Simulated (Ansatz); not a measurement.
System: interstitial Al in wurtzite AlN (charge state +3). Level of theory: PBE, PAW (plane waves to 420 eV; Ansatz, a program for electronic structure).

192-site cell at the relaxed PBE lattice, the Γ point alone, smearing 0.01 eV, spin-restricted, no finite-size correction. No zero-point or tunnelling terms. The charge state is imposed; whether it is stable for some Fermi level was not computed. Sites that were not tried may lie lower.

Barriers: single points on a 2×2×2 k-point mesh shifted by half a step along c at the bands' geometries.

Relaxed starting cell (atoms counted from 1):

```
CELL_PARAMETERS angstrom
     12.52102     0.00000     0.00000
     -6.26051    10.84352     0.00000
      0.00000     0.00000    15.05448
ATOMIC_POSITIONS crystal
  Al 0.17846 0.08948 0.17330
  Al 0.16701 0.08376 0.50125
  Al 0.16725 0.08387 0.82979
  Al 0.16710 0.33449 0.16504
  Al 0.16693 0.33415 0.50009
  Al 0.16969 0.33965 0.82714
  Al 0.16713 0.58380 0.16568
  Al 0.16695 0.58372 0.49820
  Al 0.16689 0.58369 0.83096
  Al 0.16711 0.83308 0.16504
  Al 0.16693 0.83326 0.50008
  Al 0.16967 0.83053 0.82714
  Al 0.41859 0.08386 0.16646
  Al 0.41697 0.08351 0.49957
  Al 0.41715 0.08348 0.83162
  Al 0.41859 0.33522 0.16646
  Al 0.41697 0.33395 0.49957
  Al 0.41715 0.33415 0.83162
  Al 0.41640 0.58380 0.16570
  Al 0.41648 0.58372 0.49819
  Al 0.41651 0.58369 0.83095
  Al 0.41640 0.83307 0.16569
  Al 0.41648 0.83325 0.49820
  Al 0.41651 0.83331 0.83096
  Al 0.66498 0.08386 0.16647
  Al 0.66625 0.08351 0.49958
  Al 0.66605 0.08349 0.83162
  Al 0.66665 0.33356 0.16587
  Al 0.66663 0.33356 0.49954
  Al 0.66664 0.33356 0.83197
  Al 0.66498 0.58161 0.16646
  Al 0.66625 0.58322 0.49957
  Al 0.66604 0.58304 0.83161
  Al 0.66571 0.83310 0.16504
  Al 0.66605 0.83327 0.50009
  Al 0.66054 0.83051 0.82712
  Al 0.91071 0.08948 0.17330
  Al 0.91644 0.08376 0.50125
  Al 0.91633 0.08388 0.82978
  Al 0.91634 0.33522 0.16648
  Al 0.91669 0.33395 0.49958
  Al 0.91672 0.33416 0.83162
  Al 0.91635 0.58162 0.16647
  Al 0.91669 0.58322 0.49957
  Al 0.91671 0.58304 0.83161
  Al 0.91072 0.82173 0.17329
  Al 0.91644 0.83318 0.50126
  Al 0.91633 0.83294 0.82978
  Al 0.08364 0.16757 0.33593
  Al 0.08374 0.16776 0.66618
  Al 0.09287 0.18604 0.98273
  Al 0.08310 0.41672 0.33250
  Al 0.08295 0.41774 0.66445
  Al 0.08316 0.42025 0.99843
  Al 0.08310 0.66686 0.33249
  Al 0.08294 0.66570 0.66445
  Al 0.08314 0.66341 0.99842
  Al 0.08363 0.91656 0.33594
  Al 0.08374 0.91646 0.66617
  Al 0.09286 0.90732 0.98277
  Al 0.33565 0.16807 0.33517
  Al 0.33418 0.16733 0.66586
  Al 0.33488 0.16769 0.99988
  Al 0.33332 0.41672 0.33250
  Al 0.33451 0.41773 0.66445
  Al 0.33680 0.42024 0.99843
  Al 0.33330 0.66690 0.33203
  Al 0.33330 0.66689 0.66441
  Al 0.33332 0.66690 0.99810
  Al 0.33333 0.91709 0.33249
  Al 0.33450 0.91726 0.66445
  Al 0.33679 0.91706 0.99843
  Al 0.58346 0.16723 0.33311
  Al 0.58346 0.16721 0.66568
  Al 0.58352 0.16732 0.99846
  Al 0.58346 0.41672 0.33311
  Al 0.58346 0.41673 0.66567
  Al 0.58352 0.41669 0.99846
  Al 0.58348 0.66687 0.33250
  Al 0.58246 0.66569 0.66444
  Al 0.57997 0.66340 0.99843
  Al 0.58348 0.91710 0.33250
  Al 0.58245 0.91726 0.66444
  Al 0.57996 0.91706 0.99844
  Al 0.83212 0.16808 0.33518
  Al 0.83286 0.16733 0.66586
  Al 0.83251 0.16770 0.99990
  Al 0.83297 0.41673 0.33312
  Al 0.83298 0.41673 0.66567
  Al 0.83289 0.41668 0.99846
  Al 0.83212 0.66453 0.33517
  Al 0.83286 0.66601 0.66586
  Al 0.83250 0.66530 0.99988
  Al 0.83263 0.91656 0.33594
  Al 0.83244 0.91647 0.66617
  Al 0.81416 0.90732 0.98270
  N  0.16697 0.08373 0.29585
  N  0.16641 0.08345 0.62897
  N  0.15954 0.08002 0.96283
  N  0.16545 0.33121 0.29121
  N  0.16669 0.33367 0.62746
  N  0.17266 0.34561 0.95517
  N  0.16633 0.58341 0.29226
  N  0.16684 0.58367 0.62519
  N  0.16705 0.58378 0.95860
  N  0.16545 0.83474 0.29120
  N  0.16669 0.83350 0.62745
  N  0.17265 0.82755 0.95518
  N  0.41656 0.08373 0.29304
  N  0.41682 0.08387 0.62664
  N  0.41537 0.08308 0.95946
  N  0.41656 0.33332 0.29304
  N  0.41682 0.33344 0.62664
  N  0.41537 0.33278 0.95945
  N  0.41679 0.58341 0.29228
  N  0.41653 0.58366 0.62518
  N  0.41644 0.58376 0.95859
  N  0.41679 0.83387 0.29227
  N  0.41652 0.83335 0.62518
  N  0.41643 0.83317 0.95860
  N  0.66686 0.08373 0.29305
  N  0.66675 0.08387 0.62664
  N  0.66742 0.08308 0.95945
  N  0.66664 0.33356 0.29274
  N  0.66664 0.33356 0.62669
  N  0.66665 0.33356 0.95945
  N  0.66687 0.58363 0.29304
  N  0.66675 0.58336 0.62664
  N  0.66741 0.58482 0.95945
  N  0.66900 0.83475 0.29120
  N  0.66653 0.83351 0.62746
  N  0.65458 0.82753 0.95516
  N  0.91646 0.08374 0.29584
  N  0.91675 0.08345 0.62897
  N  0.92018 0.08003 0.96283
  N  0.91647 0.33334 0.29305
  N  0.91633 0.33345 0.62664
  N  0.91714 0.33279 0.95946
  N  0.91647 0.58362 0.29304
  N  0.91633 0.58337 0.62664
  N  0.91713 0.58483 0.95945
  N  0.91646 0.83322 0.29584
  N  0.91675 0.83379 0.62897
  N  0.92017 0.84064 0.96282
  N  0.07869 0.15768 0.12073
  N  0.08321 0.16672 0.46181
  N  0.08411 0.16851 0.79625
  N  0.08286 0.41558 0.12544
  N  0.08338 0.41648 0.45940
  N  0.08256 0.41784 0.79154
  N  0.08288 0.66776 0.12543
  N  0.08338 0.66738 0.45939
  N  0.08255 0.66521 0.79155
  N  0.07868 0.92151 0.12073
  N  0.08321 0.91698 0.46181
  N  0.08410 0.91609 0.79624
  N  0.33570 0.16809 0.12652
  N  0.33314 0.16682 0.46116
  N  0.33287 0.16668 0.79425
  N  0.33243 0.41559 0.12544
  N  0.33281 0.41648 0.45940
  N  0.33499 0.41782 0.79154
  N  0.33331 0.66689 0.12538
  N  0.33330 0.66690 0.45861
  N  0.33330 0.66690 0.79218
  N  0.33244 0.91733 0.12544
  N  0.33282 0.91682 0.45939
  N  0.33498 0.91765 0.79155
  N  0.58333 0.16694 0.12561
  N  0.58330 0.16689 0.45985
  N  0.58338 0.16707 0.79329
  N  0.58333 0.41687 0.12561
  N  0.58330 0.41689 0.45984
  N  0.58339 0.41679 0.79329
  N  0.58461 0.66777 0.12544
  N  0.58371 0.66738 0.45939
  N  0.58237 0.66520 0.79154
  N  0.58463 0.91734 0.12544
  N  0.58372 0.91683 0.45940
  N  0.58237 0.91765 0.79154
  N  0.83209 0.16811 0.12654
  N  0.83338 0.16682 0.46116
  N  0.83352 0.16668 0.79424
  N  0.83326 0.41687 0.12561
  N  0.83330 0.41689 0.45985
  N  0.83313 0.41681 0.79329
  N  0.83211 0.66449 0.12652
  N  0.83338 0.66705 0.46115
  N  0.83351 0.66732 0.79424
  N  0.84251 0.92151 0.12072
  N  0.83348 0.91699 0.46181
  N  0.83169 0.91609 0.79624
  Al 0.99994 0.00024 0.06416
```
Cell charge +3.

End state 1 differs by these moves (Å; atoms that move under 0.08 Å are left out):

```csv
atom,element,Δx,Δy,Δz
1,Al,-0.10,-0.06,-0.06
3,Al,0.17,0.10,-0.21
6,Al,0.00,-0.05,0.09
12,Al,-0.04,0.02,0.09
36,Al,0.04,0.02,0.09
37,Al,0.11,-0.06,-0.06
39,Al,-0.17,0.10,-0.21
46,Al,0.00,0.12,-0.06
48,Al,0.00,-0.20,-0.21
51,Al,0.00,-0.08,0.36
60,Al,-0.07,0.04,0.36
62,Al,0.05,0.03,-0.08
86,Al,-0.05,0.03,-0.08
92,Al,0.00,-0.06,-0.08
96,Al,0.07,0.04,0.36
99,N,-0.02,-0.01,-0.13
102,N,0.00,-0.10,0.07
108,N,-0.09,0.05,0.07
132,N,0.09,0.05,0.07
135,N,0.02,-0.01,-0.13
144,N,0.00,0.02,-0.13
145,N,0.00,0.10,0.13
147,N,0.00,-0.09,0.00
154,N,0.09,-0.05,0.13
156,N,-0.08,0.05,0.00
159,N,0.12,0.07,-0.09
183,N,-0.12,0.07,-0.09
189,N,0.00,-0.14,-0.09
190,N,-0.09,-0.05,0.13
192,N,0.08,0.05,0.00
193,Al,0.00,0.00,-2.51
```

Task: Predict the forward and backward barriers to end state 1 from PBE, PAW.

Result: forward 2.31 eV, backward 2.31 eV; at the saddle point atom 193 has neighbours 3 Al at 2.25; 3 N at 1.80 Å. The saddle point's order was not checked, and it lies on a symmetry element of the cell, where a band can be held.
